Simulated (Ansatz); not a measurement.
Take C in the graphite type structure (space group P6_3/mmc, No. 194; a = 2.465 Å, c = 6.729 Å; layered, stacked along the Cartesian z axis) as the base.

(Cell as relaxed with PBE-D3(BJ).)

Levels (all Ansatz, a program for electronic structure, PAW, earlier PAW set): PBE-D3(BJ) (420 eV, no spin-orbit coupling); r2SCAN+rVV10 (500 eV, scalar-relativistic without spin-orbit coupling).

Each level relaxes its own structure.

```csv
base,PBE-D3(BJ),r2SCAN+rVV10
volume per atom,8.85 Å³,8.71 Å³
lattice parameter a,2.465 Å,2.455 Å
band gap,zero,zero
```

Modification: a hydrostatic pressure of 5 GPa.

```tsv
quantity	PBE-D3(BJ)	r2SCAN+rVV10
shortest interatomic distance	1.418 Å	1.412 Å
c/a ratio	2.513	2.526
band gap	zero	zero
```

PBE-D3(BJ)'s shortest interatomic distance lies 0.006 Å above r2SCAN+rVV10's (0.4 %); PBE-D3(BJ)'s c/a ratio lies 0.013 below r2SCAN+rVV10's; the two agree on the band gap. Neither level is exact; r2SCAN+rVV10 is the comparison here, not a measurement.

A case with no gap was solved on a k-mesh chosen for an insulator, which is coarse for it. Load acts through the strain it causes; cell and atoms are relaxed under it. No phonon test of stability was made. Competing high-pressure phases were not computed.
